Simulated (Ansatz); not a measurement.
Consider Al in the fcc (Cu type) structure (space group Fm-3m, No. 225; a = 3.9920 Å). Axes: x, y, z lie along the cube axes.

All numbers come from r2SCAN (Ansatz, an electronic-structure program, PAW, scalar-relativistic without spin-orbit coupling).

Strains are applied to the cell and any free atomic positions relax; under biaxial strain the out-of-plane vector relaxes too.

One change was made to it. Results:

| quantity | base | after |
|---|---|---|
| pressure (mean of the normal stresses, compression positive) | 0.0 GPa | 2.8 GPa |
| energy relative to the base (free energy F) | 0 meV/atom | +4.9 meV/atom |
| shortest interatomic distance | 2.823 Å | 2.785 Å |

Problem. Which change produced these results?
A) uniaxial strain ε_yy = −2.72 %
B) isotropic strain +2.13 %
C) uniaxial strain ε_yy = +3.15 %
D) isotropic strain −3.26 %
E) biaxial strain −2.15 %, plane normal [110], relaxed out of plane

Solution. A, uniaxial strain ε_yy = −2.72 %. For comparison, the pressure in the other runs: isotropic strain +2.13 % gives -5.1 GPa; biaxial strain −2.15 %, plane normal [110], relaxed out of plane gives 2.2 GPa; isotropic strain −3.26 % gives 11.5 GPa; uniaxial strain ε_yy = +3.15 % gives -2.6 GPa.

Without a gap, meshes like the base's 20×20×20 leave anisotropic stresses uncertain by several tenths of a GPa, and small strain energies with them. No phonon test of stability was made.
